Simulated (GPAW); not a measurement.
Band structure of a sheet of TiTe₂ (3 atoms in the cell).

```yaml
crystal:
  lattice:
    - [3.87702, 0.00000, 0.00000]
    - [-1.93851, 3.35759, 0.00000]
    - [0.00000, 0.00000, 17.17063]
  atoms:
    - { symbol: Ti, position: [0.00000, 0.00000, 0.50000] }
    - { symbol: Te, position: [0.33333, 0.66667, 0.59233] }
    - { symbol: Te, position: [0.66667, 0.33333, 0.40767] }
```

Computed with PBE, GPAW PAW datasets PBE (gpaw-data 1.0.1) (plane waves; GPAW).

Settings: mode = pw; ecut = 850 eV; xc = PBE; kpts = 5 5 1; mesh shift (steps) = 0 0 0; occupations.name = methfessel-paxton; occupations.width = 0.1 eV; occupations.order = 0; nbands = -9; symmetry.symmorphic = false; symmetry.tolerance = 0.0005; maxiter = 150; bandpath_npoints = 40.

The starting cell was generated: these elements placed on a structure prototype, without a prior relaxation; it need not be a known phase or ordering of this composition. Its lattice was rescaled in the plane by a random factor within 2.5 % of one. Spin-orbit coupling is off. Spin polarisation is off, so a magnetic state, if there is one, cannot be reached.

Levels in eV from the Fermi level, bands 9 to 16:
```csv
point,9,10,11,12,13,14,15,16
Γ,-2.08,-0.92,0.20,0.20,0.69,0.69,0.69,3.39
M,-2.20,-2.06,-1.63,-1.14,0.00,0.87,1.11,3.05
K,-3.70,-2.49,-1.84,-1.84,0.62,1.10,1.10,2.40
```

Bands cross the Fermi level along this path, so the cell is metallic at this level.
